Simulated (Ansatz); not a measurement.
## PtAg (model structure, P4/mmm, No. 123, 2 atoms in the cell): properties by level of theory

```
level (code)     lattice constant a (Å)  lattice parameter c (Å)  bulk modulus B0 (GPa)
---------------  ----------------------  -----------------------  ---------------------
LDA (Ansatz)                      2.727                    4.116                    210
PBE (Ansatz)                      2.791                    4.255                    155
PBEsol (Ansatz)                   2.749                    4.161                    190
```

Caveats: the bulk modulus is −V dP/dV from two relaxed cells at ±2 % in volume (LDA, PBE, PBEsol). Ansatz's density-functional and Hartree–Fock values are scalar-relativistic unless marked +SOC, with PAW data made under PBE.

The computed numbers hold no vibrational or temperature effects.

A model structure was made by putting elements into a prototype or built by hand; it is no filed structure, need not be a known phase, and can be a saddle point held by its symmetry.

Ansatz is a program for electronic structure.
